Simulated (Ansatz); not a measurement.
Consider the following.

End structure of a constructed model of the (0001) surface of hcp Ru, a layer of Pd in place of the third plane (bottom of the slab: a bare face, its two planes held):

```xyz
6
Lattice="2.7214 0.0000 0.0000 -1.3607 2.3568 0.0000 0.0000 0.0000 27.0000" Properties=species:S:1:pos:R:3 pbc="T T T"
Ru     1.3607     0.7856     8.1757
Ru     0.0000     1.5712    10.3222
Ru     1.3607     0.7856    12.4010
Pd     0.0000     1.5712    14.7062
Ru     1.3607     0.7856    17.0132
Ru     0.0000     1.5712    19.0256
```

Model: 6-atom slab, 10.6 Å thick at the start with caps and adatoms (thin: gaps and levels are the slab's own), 16x16x1 mesh, Fermi-Dirac 0.1 eV, dipole correction, 2 atoms held, the rest relaxed; held to the start's symmetry, so lower structures may exist; no spin, no spin-orbit, no U. In PBE it is, or lies within 0.01 eV a 1x1 cell of, the lowest of the 2 structures of its composition computed so far; subsurface sites and larger cells were not tried.

Give the work function of the top face at the level Ansatz (a quantum-chemistry and plane-wave program) with PBE.

4.90 eV
